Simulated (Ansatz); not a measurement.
The reference is MoSi₂ (space group I4/mmm, No. 139; a = 3.174 Å, c = 7.779 Å; relaxed with 0.1 eV smearing). Axes: x, y, z lie along a, b, c of the conventional cell.

Calculations: plane-wave PAW DFT at the LDA level (Ansatz, a program for electronic structure, 420 eV), no spin-orbit coupling.

One thing is altered: uniaxial strain ε_zz = −3.00 %, all other strain components held at zero; the atoms relax in the strained cell.

Question: Estimate the effect on the stress.

Answer: The stress (xx, yy, zz, yz, xz, xy; compression positive) is (3.3, 3.3, 18.3, 0.0, 0.0, 0.0) GPa.

Question: Estimate the effect on the energy relative to the base.

Answer: The energy grows by 21 meV/atom.

Whether these cells are dynamically stable was not tested. The final runs are not spin-polarised.
